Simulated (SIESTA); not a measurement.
Worked example: self-consistent single point of KCrCl₃ (P4mm, 5 atoms in the cell) in SIESTA.

Method: GGA PBEsol, numerical atomic orbitals TZP, PseudoDojo PBEsol standard norm-conserving potentials (rewritten from UPF to PSML) (SIESTA).

The change in words: lattice scaled by 0.98. Reference geometry:
```yaml
crystal:
  lattice:
    - [4.97792, 0.00000, 0.00000]
    - [0.00000, 4.97792, 0.00000]
    - [0.00000, 0.00000, 4.97062]
  atoms:
    - { symbol: K, position: [0.00000, 0.00000, 0.99676] }
    - { symbol: Cr, position: [0.50000, 0.50000, 0.48507], spin: 3.0 }
    - { symbol: Cl, position: [0.50000, 0.00000, 0.48536] }
    - { symbol: Cl, position: [0.00000, 0.50000, 0.48536] }
    - { symbol: Cl, position: [0.50000, 0.50000, 0.98504] }
```
(The spins are starting values, not results.)

Reference input (self-consistent single point, DFT, GGA PBEsol, numerical atomic orbitals TZP, PseudoDojo PBEsol standard norm-conserving potentials (rewritten from UPF to PSML)): XC.functional = GGA; XC.authors = PBEsol; potentials = PseudoDojo PBEsol standard; PAO.BasisSize = TZP; PAO.EnergyShift = 0.01 Ry; MeshCutoff = 300 Ry; kgrid.MonkhorstPack = 5 5 5; OccupationFunction = FD; ElectronicTemperature = 136 meV; Spin = polarized; DM.InitSpin = [1 +0.00, 2 +3.00, 3 +0.00, 4 +0.00, 5 +0.00]; MaxSCFIterations = 150. This run's input differs from it in these lines:

```diff
@@ -11,3 +11,3 @@
 %endblock ChemicalSpeciesLabel
-LatticeConstant              4.977920 Ang
+LatticeConstant              4.878362 Ang
 %block LatticeVectors
@@ -19,3 +19,3 @@
 %block AtomicCoordinatesAndAtomicSpecies
-     0.000000000    0.000000000    0.995298275  1
+     0.000000000    0.000000000    0.995298276  1
      0.500000000    0.500000000    0.484358657  2
```

Output (repeated stretches shortened):

```
        iscf     Eharris(eV)        E_KS(eV)     FreeEng(eV)     dDmax    Ef(eV) dHmax(eV)
   scf:    1    -4501.848111    -4549.314528    -4549.532445  1.492129  0.403471 33.327553
     spin moment: {S} , |S| = {        0.0        0.0    3.08079 }     3.08079
   scf:    2    -4585.367990    -4570.986876    -4571.099563  1.096112 -1.266281 13.929687
     spin moment: {S} , |S| = {        0.0        0.0    3.86469 }     3.86469
   scf:    3    -4576.472952    -4574.135043    -4574.210368  0.249081 -2.660208  6.386159
     spin moment: {S} , |S| = {        0.0        0.0    3.98174 }     3.98174
   [... lines left out ...]
     spin moment: {S} , |S| = {        0.0        0.0    3.99999 }     3.99999
   scf:   10    -4574.956632    -4574.956648    -4575.015888  0.000328 -4.049771  0.009281
     spin moment: {S} , |S| = {        0.0        0.0    3.99999 }     3.99999
   scf:   11    -4574.956679    -4574.956664    -4575.015891  0.000306 -4.052650  0.000912
     spin moment: {S} , |S| = {        0.0        0.0    3.99999 }     3.99999
   scf:   12    -4574.956665    -4574.956664    -4575.015891  0.000008 -4.052736  0.000806
     spin moment: {S} , |S| = {        0.0        0.0    3.99999 }     3.99999
SCF Convergence by DM+H criterion
max |DM_out - DM_in|         :     0.0000076515
max |H_out - H_in|      (eV) :     0.0008061926
SCF cycle converged after 12 iterations

Using DM_out to compute the final energy and forces

siesta: E_KS(eV) =            -4574.9567

siesta: E_KS - E_eggbox =     -4574.9567

siesta: Atomic forces (eV/Ang):
     1    0.000000   -0.000000   -0.032168
     2   -0.000000    0.000000    0.009212
     3   -0.000000   -0.000000    0.008953
     4    0.000000    0.000000    0.008953
     5   -0.000000    0.000000   -0.001575
   Tot   -0.000000   -0.000000   -0.006625
   Max    0.032168
   Res    0.009246    sqrt( Sum f_i^2 / 3N )
   Max    0.032168    constrained

Stress tensor Voigt[x,y,z,yz,xz,xy] (kbar):       10.65       10.65        9.91       -0.00        0.00        0.00
   [... lines left out ...]
siesta: FreeEng =     -4575.015891
siesta: Cell volume =        115.927033 Ang**3
siesta:         -10.39925018        -10.04240905  kBar
   [... lines left out ...]

              0.002

mulliken: Qtot =       20.000

Mulliken Atomic Populations:
Atom #   charge [q] valence [e]      Sz [e]  Species
     1     0.041451    8.958549   -0.016667  K
     2    -0.420530   14.420530    3.997442  Cr
     3     0.126009    6.873991    0.006243  Cl
     4     0.126009    6.873991    0.006243  Cl
     5     0.127061    6.872939    0.006732  Cl
 Total     0.000000                3.999993
```

The run converged in 12 iterations. Against the reference run the free energy falls by 20.4 meV/atom, the pressure goes from -3.26 to -1.04 GPa, the largest force goes from 0.024 to 0.032 eV/Å and the size of the net moment stays at 0.80 μB/atom.

The starting cell comes from a database of computed structures (which also holds hypothetical and non-ambient phases and stackings), without a prior relaxation at this level. For this run, on top of that: lattice scaled by 0.98. With one magnetic atom in the cell only a parallel order is possible. Values carry the incompleteness of an atom-centred basis.

Cost on one core of a shared machine: roughly 40 s.
